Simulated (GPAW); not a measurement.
Band structure of TiCrB4 (P6/mmm, 6 atoms in the cell).

```
CELL_PARAMETERS angstrom
      3.01633     0.00000     0.00000
     -1.50816     2.61222     0.00000
      0.00000     0.00000     6.13163
ATOMIC_POSITIONS crystal
  Ti 0.00000 0.00000 0.50000
  Cr 0.00000 0.00000 0.00000
  B  0.33333 0.66667 0.75959
  B  0.66667 0.33333 0.24041
  B  0.66667 0.33333 0.75959
  B  0.33333 0.66667 0.24041
```

Computed with LDA (Perdew-Wang 92), GPAW PAW datasets LDA (gpaw-data 1.0.1) (plane waves; GPAW).

Settings: mode = pw; ecut = 950 eV; xc = LDA; kpts = 10 10 5; mesh shift (steps) = 0 0 0; occupations.name = methfessel-paxton; occupations.width = 0.136 eV; occupations.order = 0; nbands = -10; convergence.forces = 0.001 eV/Å; symmetry.symmorphic = false; symmetry.tolerance = 0.0005; maxiter = 120; bandpath_npoints = 40.

The starting cell comes from a database of computed structures (which also holds hypothetical and non-ambient phases and stackings), without a prior relaxation at this level. Spin polarisation is off.

Levels in eV from the Fermi level, bands 12 to 19:
```csv
point,12,13,14,15,16,17,18,19
Γ,-1.66,-1.66,-0.93,-0.93,-0.52,-0.52,0.99,1.09
M,-3.86,-3.50,-3.00,0.16,0.23,0.69,2.49,2.76
K,-3.90,-2.30,-2.30,-0.04,0.24,0.24,2.14,3.18
A,-2.33,-1.37,-1.37,-0.71,0.34,0.34,0.42,1.34
L,-3.67,-3.44,-2.94,0.23,0.23,1.26,1.88,2.66
H,-3.51,-3.05,-3.05,0.01,1.10,1.10,1.99,1.99
```

Bands cross the Fermi level along this path, so the cell is metallic at this level.
